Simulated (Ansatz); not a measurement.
Start from Mg2Si (space group Fm-3m, No. 225; a = 6.365 Å).

Level of theory: PBE, PAW, 420 eV (Ansatz, an electronic-structure program; no spin-orbit coupling).

One change was made to it. Results:

| quantity | base | after |
|---|---|---|
| band gap | 0.22 eV | zero |
| shortest interatomic distance | 2.756 Å | 2.587 Å |
| density | 1.98 g/cm³ | 2.39 g/cm³ |

Task: Which change produced these results?
A. pressure 15 GPa
B. pressure −2 GPa
C. pressure 2.1 GPa
D. pressure 4.5 GPa
E. pressure −1 GPa

Result: A, pressure 15 GPa. For comparison, the band gap in the other runs: pressure 4.5 GPa gives 0.13 eV; pressure 2.1 GPa gives 0.17 eV; pressure −2 GPa gives 0.26 eV; pressure −1 GPa gives 0.24 eV.

The mesh was chosen for an insulator and is coarse for the gapless case. Load acts through the strain it causes; cell and atoms are relaxed under it. No phonon test of stability was made. No other phases were tried under pressure. All final runs are without spin polarisation. The zero or small gap of Mg2Si can change with the level of theory.
